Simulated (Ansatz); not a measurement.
# MgI2: energy against strain

MgI2 (1T layered, P-3m1, 33.544 Å³/atom at rest, c along z) under a strain ε along c (axis z), the other axes held. PBE-D3(BJ) in Ansatz, a plane-wave DFT program (PAW, default set), 420 eV, 9×9×5 Γ-centred mesh, Fermi-Dirac smearing 0.05 eV; ions are relaxed within the symmetry of each cell.

Here s stands for strain and y for E less E0.

```
strain (%)  E less E0 (meV/atom)
----------  --------------------
-1.50                       0.56
-1.00                       0.24
-0.50                       0.06
0.00                        0.00
0.50                        0.06
1.00                        0.22
1.50                        0.48
3.00                           ?
```

Using a parabola, estimate the missing y at s = 3.00 from the other rows, showing the fit.

Least squares gives y = 0.001 - 0.0200·s + 0.2305·s². Residuals (row less fit): 0.010, -0.012, -0.009, -0.001, 0.011, 0.008, -0.010; standard error 0.012 (degrees of freedom: 4). Twice the quadratic coefficient over the volume, 2 × 0.2305 meV × 10⁴ × 0.1602 / 33.544 Å³, is the elastic constant C33 = 22 ± 0.5 GPa. At the withheld row, y = 0.001 - 0.0200 × 3.0 + 0.2305 × 3.0² = 2.015 meV/atom. The calculation gives 1.78 meV/atom, 0.235 meV/atom below the prediction (13.2 % of the range of y in the table). The row lies outside the fitted rows, so this is an extrapolation. From the scatter of the fitted rows alone, a prediction at this place has a standard error of 0.047 meV/atom, so the miss is 5.0 times that.

One order more, fitted to all 13 runs of the series, follows each within 0.01, so the miss is the next term of a smooth law. Rows are the converged runs of the series near zero and its far end; series whose fitted rows scatter by over a few per cent of the range, as at a crossing or softening among them, aren't shown in this form. Most that stay on the fit to the last digits aren't either.
